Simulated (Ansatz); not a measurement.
A computed series for NbAs: pressure series

Start from NbAs (space group I4_1md, No. 109; a = 3.474 Å, c = 11.749 Å).

Cell and atoms are relaxed at each pressure.

Calculations: PBE, PAW, 420 eV (Ansatz, a program for electronic structure; no SOC).

Candidates:
(a) pressure −1 GPa
(b) pressure 4.5 GPa
(c) pressure 30 GPa
(d) pressure 0.9 GPa
(e) pressure 9 GPa

Base values:

- c/a ratio = 3.382

Task: Order them by c/a ratio, highest first.

Result: (a) pressure −1 GPa (3.386), (d) pressure 0.9 GPa (3.379), (b) pressure 4.5 GPa (3.364), (e) pressure 9 GPa (3.349), (c) pressure 30 GPa (3.283)

Load acts through the strain it causes; cell and atoms are relaxed under it. Stability against distortions was not tested. Competing high-pressure phases were not computed. All final runs are without spin polarisation.
